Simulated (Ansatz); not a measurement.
System: L1₂ (Cu3Au-type) Ni3Si. Method: r²SCAN (Ansatz, a program for electronic structure, plane waves, PAW).

Numerical settings: plane-wave cutoff 600 eV, 18×18×18 k mesh, Fermi–Dirac smearing 0.022 eV (set by the program), no spin polarisation, scalar-relativistic PAW data made under PBE.

Cell (relaxed at this level):

```
Ni3Si
1.0
    3.46464     0.00000     0.00000
    0.00000     3.46464     0.00000
    0.00000     0.00000     3.46464
Si Ni
1 3
Cartesian
  0.00000   0.00000   0.00000
  0.00000   1.73232   1.73232
  1.73232   0.00000   1.73232
  1.73232   1.73232   0.00000
```

### Question
Give the computed polycrystal shear modulus (Hill average), Voigt–Reuss–Hill bulk modulus, Poisson ratio, elastic constant C44, elastic constant C11 and elastic constant C12.

### Answer

- polycrystal shear modulus (Hill average) = 118 GPa
- Voigt–Reuss–Hill bulk modulus = 240 GPa
- Poisson ratio = 0.289
- elastic constant C44 = 150 GPa
- elastic constant C11 = 350 GPa
- elastic constant C12 = 185 GPa

Elastic constants are with the ions relaxed.

Static lattice: no zero-point or thermal effects.

It cost roughly 16 core-minutes of CPU time.
